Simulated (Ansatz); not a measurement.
The reference is an 8-atom supercell of Ag in the fcc (Cu type) structure (space group Fm-3m, No. 225) at its relaxed geometry.

```yaml
crystal:
  lattice:
    - [0.00000, 4.05478, 4.05478]
    - [4.05478, 0.00000, 4.05478]
    - [4.05478, 4.05478, 0.00000]
  atoms:
    - { symbol: Ag, position: [0.00000, 0.00000, 0.00000] }
    - { symbol: Ag, position: [0.00000, 0.00000, 0.50000] }
    - { symbol: Ag, position: [0.00000, 0.50000, 0.00000] }
    - { symbol: Ag, position: [0.00000, 0.50000, 0.50000] }
    - { symbol: Ag, position: [0.50000, 0.00000, 0.00000] }
    - { symbol: Ag, position: [0.50000, 0.00000, 0.50000] }
    - { symbol: Ag, position: [0.50000, 0.50000, 0.00000] }
    - { symbol: Ag, position: [0.50000, 0.50000, 0.50000] }
```

Level of theory: Kohn–Sham DFT with the PBEsol functional, run in Ansatz (an electronic-structure program) with PAW and 420 eV plane waves, no spin-orbit coupling, earlier PAW set.

Base values:

The pressure is -0.1 GPa.

It is then changed as follows: one Li atom is added in an open site, starting 2.03 Å from the nearest host atom, atoms relaxed at fixed cell, starting from a slightly rattled geometry.

How does this affect the largest displacement of a host atom from its site in the perfect cell?

The largest displacement of a host atom from its site in the perfect cell comes out as 0.12 Å.

Estimate the effect on the pressure.

The pressure increases by 14.4 GPa to 14.3 GPa.

What does the calculation give for the final site of the added atom after the change?

The final site of the added atom amounts to 6 Ag at 2.14 Å (octahedral).

The cell is small, so the values are those of an ordered compound at a high defect concentration; dilute-limit values will differ. The defect cell is not spin-polarised.
